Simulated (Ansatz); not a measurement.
Amorphous In24O39Lu2, 65 atoms at 6.91 g/cm³, one PBE-relaxed geometry, zone centre. Methods: PBE, scalar-relativistic without spin-orbit coupling (Ansatz, an electronic-structure program); r2SCAN, scalar-relativistic without spin-orbit coupling (Ansatz); HSE06, scalar-relativistic without spin-orbit coupling (Ansatz). Plane waves to 420 eV (r2SCAN 500 eV); exact exchange is cut at the cell's faces. At PBE the levels at the filled edge of the gap are localised (band-tail or defect states), and the nearest spread-out levels lie 0.6 eV apart at the zone centre. All rungs ran without spin polarisation.

It comes from a melt-quench run on a machine-learned potential (CHGNet), relaxed afterwards by DFT. O atoms were pushed apart under 1.9 Å during the dynamics, to hinder bonds among them. The hot cell started wider than the set density and was brought back towards it in steps. It is the lowest in DFT energy of 2 quenches. It is a model cell: composition and starting density were chosen by hand, and all elements were melted together. No dispersion term was used. Its density started from a set value of 6.73 and ended at 6.91 g/cm³. The quench (nominally 280 K/ps over its main leg) was far faster than any real one, so the model tends to hold more defects than a real film. A cell of this size samples the disorder only roughly. Volume and shape were free in the relaxation. Stress components on the final sampling reach 0.9 GPa. Cycles of charging lowered its energy after that relaxation.

The relaxation ran on the zone centre alone. At PBE the level gap is 0.38 eV on a 2×2×2 Γ-centred mesh, and the spacing at the zone centre alone 0.36 eV.

**Question.** What zone-centre spacing does r2SCAN give, roughly?

**Answer.** 0.81 eV (+0.45 eV against PBE).

**Question.** What zone-centre spacing does HSE06 give, roughly?

**Answer.** 1.80 eV (+1.44 eV against PBE).

The highest filled and the lowest empty state spread over these numbers of atoms (participation numbers): PBE: 2.6 and 60.8; r2SCAN: 2.9 and 60.1; HSE06: 6.8 and 59.7.
